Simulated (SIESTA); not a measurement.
**Worked example: self-consistent single point of SrCl2 (Fm-3m, 3 atoms in the cell) in SIESTA**

Computed with LDA PW92, numerical atomic orbitals DZP, PseudoDojo LDA standard norm-conserving potentials (rewritten from UPF to PSML) (SIESTA 5.4.2).

Input as run:

```
# files in the folder: Sr.psml Cl.psml (PseudoDojo LDA standard)
SystemName  SrCl2
SystemLabel siesta

NumberOfAtoms                3
NumberOfSpecies              2
%block ChemicalSpeciesLabel
  1 38 Sr
  2 17 Cl
%endblock ChemicalSpeciesLabel
LatticeConstant              1.0 Bohr
%block LatticeVectors
     0.000000000    6.613559556    6.613559556
     6.613559556    0.000000000    6.613559556
     6.613559556    6.613559556    0.000000000
%endblock LatticeVectors
AtomicCoordinatesFormat      Ang
%block AtomicCoordinatesAndAtomicSpecies
     0.000000000    0.000000000    0.000000000  1
     5.249617500    5.249617500    5.249617500  2
     1.749872500    1.749872500    1.749872500  2
%endblock AtomicCoordinatesAndAtomicSpecies

XC.functional                LDA
XC.authors                   PW92
PAO.BasisSize                DZP
PAO.EnergyShift              0.01 Ry
MeshCutoff                   350 Ry
%block kgrid.MonkhorstPack
    8   0   0  0.0
    0   8   0  0.0
    0   0   8  0.0
%endblock kgrid.MonkhorstPack
OccupationFunction           FD
ElectronicTemperature        10.0 meV

MaxSCFIterations             150
SCF.Mixer.Method             Broyden
SCF.Mixer.Weight             0.2
SCF.Mixer.History            8
SCF.DM.Tolerance             1.0E-04
Diag.ParallelOverK           true
WriteForces                  true
```

Output (repeated stretches shortened):

```
reinit: Reading from file input.fdf

reinit: System Name: SrCl2
reinit: System Label: siesta

coor:   Atomic-coordinates input format  =     Cartesian coordinates
coor:                                          (in Angstroms)

siesta: Atomic coordinates (Bohr) and species
siesta:      0.00000   0.00000   0.00000  1        1
siesta:      9.92034   9.92034   9.92034  2        2
siesta:      3.30678   3.30678   3.30678  2        3

siesta: System type = bulk

initatomlists: Number of atoms, orbitals, and projectors:      3    35    54

siesta: ******************** Simulation parameters ****************************
redata: Spin configuration                          = none
redata: Time-Reversal Symmetry                      = T
redata: Number of Atomic Species                    =        2
redata: Mesh Cutoff                                 =   350.0000 Ry
redata: Net charge of the system                    =     0.0000 |e|
redata: Min. number of SCF Iter                     =        0
redata: Max. number of SCF Iter                     =      150
redata: SCF convergence failure will abort job
redata: SCF mix quantity                            = Hamiltonian
redata: Mix DM or H after convergence               =   F
redata: Recompute H after scf cycle                 =   F
redata: Mix DM in first SCF step                    =   T
redata: No kicks to SCF
redata: DM Mixing Weight for Kicks                  =     0.5000
redata: Require Harris convergence for SCF          =   F
redata: Harris energy tolerance for SCF             =     0.000100 eV
redata: Require DM convergence for SCF              =   T
redata: DM tolerance for SCF                        =     0.000100
redata: Require EDM convergence for SCF             =   F
redata: EDM tolerance for SCF                       =     0.001000 eV
redata: Require H convergence for SCF               =   T
redata: Hamiltonian tolerance for SCF               =     0.001000 eV
redata: Require (free) Energy convergence for SCF   =   F
redata: (free) Energy tolerance for SCF             =     0.000100 eV
redata: Using DFT-D3 dispersion                     =   F
redata: Using Saved Data (generic)                  =   F
redata: Method of Calculation                       = Diagonalization
redata: Electronic Temperature                      =   116.0452 K
redata: Number of TDED substeps                     =        3
redata: Dynamics option                             = Single-point calculation
redata: Save all siesta data in one NC              =   F
redata: ***********************************************************************

%block SCF.Mixers
  Broyden
%endblock SCF.Mixers

%block SCF.Mixer.Broyden
  # Mixing method
  method broyden

  # Mixing options
  weight 0.2000
  weight.linear 0.2000
  weight.prime 0.2000
  history 8
%endblock SCF.Mixer.Broyden

DM_history_depth set to one: no extrapolation allowed by default for geometry relaxation
Size of DM history Fstack: 1
Total number of electrons:    24.000000
Total ionic charge:    24.000000

* ProcessorY, Blocksize:    1  36

* Orbital distribution balance (max,min):    35    35

k-point displ. along   1 input, could be:     0.00    0.50
k-point displ. along   2 input, could be:     0.00    0.50
k-point displ. along   3 input, could be:     0.00    0.50
 Kpoints in:          320 . Kpoints trimmed:          296

siesta: k-grid: Number of k-points = 296
siesta: k-points from Monkhorst-Pack grid
siesta: k-cutoff (effective) =    19.798 Ang
siesta: k-point supercell and displacements
siesta: k-grid:     8     0     0      0.000
siesta: k-grid:     0     8     0      0.000
siesta: k-grid:     0     0     8      0.000

diag: Algorithm                                     = D&C
diag: Parallel over k                               =   F
diag: Use parallel 2D distribution                  =   F
diag: Parallel block-size                           = 36
diag: Parallel distribution                         =     1 x     1
diag: Used triangular part                          = Lower
diag: Absolute tolerance                            =  0.100E-15
diag: Orthogonalization factor                      =  0.100E-05
diag: Memory factor                                 =  1.0000

superc: Internal auxiliary supercell:     5 x     5 x     5  =     125
superc: Number of atoms, orbitals, and projectors:    375   4375   6750

                        Single-point calculation

superc: Internal auxiliary supercell:     5 x     5 x     5  =     125
superc: Number of atoms, orbitals, and projectors:    375   4375   6750

outcell: Unit cell vectors (Ang):
        0.000000    3.499745    3.499745
        3.499745    0.000000    3.499745
        3.499745    3.499745    0.000000

outcell: Cell vector modules (Ang)   :    4.949387    4.949387    4.949387
outcell: Cell angles (23,13,12) (deg):     60.0000     60.0000     60.0000
outcell: Cell volume (Ang**3)        :     85.7313
new_DM -- step:     1
Initializing Density Matrix...

Attempting to read DM from file... Failed...
DM filled with atomic data:

InitMesh: MESH = 48 x 48 x 48 = 110592
InitMesh: Mesh cutoff (required, used) =   350.000   389.918 Ry

stepf: Fermi-Dirac step function

        iscf     Eharris(eV)        E_KS(eV)     FreeEng(eV)     dDmax    Ef(eV) dHmax(eV)
   scf:    1    -1832.122120    -1829.555904    -1829.555904  1.597644 -6.266997  2.928936
   scf:    2    -1829.754658    -1829.659939    -1829.659939  0.021710 -6.579033  2.114999
   scf:    3    -1829.786303    -1829.738173    -1829.738173  0.042710 -4.460660  0.465136
   scf:    4    -1829.744718    -1829.741705    -1829.741705  0.012859 -4.625438  0.121657
   scf:    5    -1829.742170    -1829.741966    -1829.741966  0.004244 -4.683383  0.007394
   scf:    6    -1829.741971    -1829.741968    -1829.741968  0.000137 -4.683004  0.005364
   scf:    7    -1829.741972    -1829.741970    -1829.741970  0.000140 -4.682470  0.003410
   scf:    8    -1829.741971    -1829.741971    -1829.741971  0.000107 -4.681999  0.001935
   scf:    9    -1829.741971    -1829.741971    -1829.741971  0.000065 -4.681718  0.001037
   scf:   10    -1829.741971    -1829.741971    -1829.741971  0.000036 -4.681533  0.000542

SCF Convergence by DM+H criterion
max |DM_out - DM_in|         :     0.0000363437
max |H_out - H_in|      (eV) :     0.0005419463
SCF cycle converged after 10 iterations

Using DM_out to compute the final energy and forces

siesta: E_KS(eV) =            -1829.7420

siesta: E_KS - E_eggbox =     -1829.7420

siesta: Atomic forces (eV/Ang):
     1    0.000000    0.000000    0.000000
     2    0.000000    0.000000    0.000000
     3    0.000000    0.000000    0.000000
   Tot    0.000000    0.000000    0.000000
   Max    0.000000
   Res    0.000000    sqrt( Sum f_i^2 / 3N )
   Max    0.000000    constrained

Stress tensor Voigt[x,y,z,yz,xz,xy] (kbar):       40.57       40.57       40.57       -0.00       -0.00       -0.00
(Free)E + p*V (eV/cell)    -1831.9127
Target enthalpy (eV/cell)    -1829.7420

siesta: Program's energy decomposition (eV):
siesta: Ebs     =      -391.615949
siesta: Eions   =      3285.212989
siesta: Ena     =      1087.642858
siesta: Ekin    =       555.217783
siesta: Enl     =       265.012321
siesta: Eso     =         0.000000
siesta: Edftu   =         0.000000
siesta: DEna    =        18.408797
siesta: DUscf   =         0.457495
siesta: DUext   =         0.000000
siesta: Ex      =      -419.927362
siesta: Ec      =       -51.340874
siesta: Exc     =      -471.268235
siesta: Eharris =     -1829.741971
siesta: Etot    =     -1829.741971
siesta: FreeEng =     -1829.741971

siesta: Stress tensor (static) (eV/Ang**3):
siesta:     0.025320   -0.000000   -0.000000
siesta:    -0.000000    0.025320   -0.000000
siesta:    -0.000000   -0.000000    0.025320

siesta: Cell volume =         85.731259 Ang**3

siesta: Pressure (static):
siesta:                Solid            Molecule  Units
siesta:          -0.00027577         -0.00027577  Ry/Bohr**3
siesta:          -0.02532008         -0.02532008  eV/Ang**3
siesta:         -40.56723646        -40.56723646  kBar
```

The run converged in 10 iterations.

The starting cell comes from a database of computed structures (which also holds hypothetical and non-ambient phases and stackings), without a prior relaxation at this level. Values carry the incompleteness of an atom-centred basis. With a pressure of about -4 GPa the cell is away from its equilibrium volume at this level.
